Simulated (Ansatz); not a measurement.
**GaP under a change: isotropic strain +2.00 %**

The reference is GaP in the zinc blende structure (space group F-43m, No. 216; a = 5.4386 Å).

One thing is altered: the cell is scaled by 1.0200 in all directions; the atoms relax in the strained cell.

Calculations: DFT with PBEsol, PAW potentials and a 420 eV plane-wave cutoff in Ansatz (a program for electronic structure), no spin-orbit coupling. Γ-centred 11×11×11 mesh, Fermi–Dirac width 0.05 eV.

| quantity | base | changed | shift |
|---|---|---|---|
| volume per atom | 20.11 Å³ | 21.34 Å³ | +1.23 Å³ |
| space group | F-43m (No. 216) | F-43m (No. 216) | – |
| energy relative to the base (free energy F) | 0 meV/atom | +18 meV/atom | +18 meV/atom |
| pressure | 0.0 kbar | -44.2 kbar | -44.14 kbar |
| band gap | 1.45 eV | 1.32 eV | -0.136 eV |
| gap character | indirect, Γ → Γ–X (87 % along) | direct at Γ | – |
| width of the top valence band | 3.51 eV | 3.23 eV | -0.28 eV |
| electron mass | 1.2 mₑ along k, 0.23 mₑ across (off the special points) | 0.086 mₑ (at Γ) | – |
| hole mass (degenerate bands, along [100]) | 0.11, 0.37, 0.37 mₑ (at Γ) | 0.084, 0.40, 0.40 mₑ (at Γ) | – |
| valley order (the lowest conduction-band minima on the path, energy above the VBM, named in the base's zone) | a point along ⟨100⟩, about 1.0 Å⁻¹ from Γ 1.45 eV; L along ⟨111⟩ 1.60 eV; Γ 1.80 eV | Γ 1.32 eV; L along ⟨111⟩ 1.43 eV; a point along ⟨100⟩, about 1.0 Å⁻¹ from Γ 1.55 eV | – |

Cost of the whole job for the changed cell (relaxation, final SCF and bands): roughly 10 core-seconds.

Masses are band curvatures over ±0.01 Å⁻¹ around the edge. Along k means along the line from Γ to the band edge. No phonon test of stability was made.
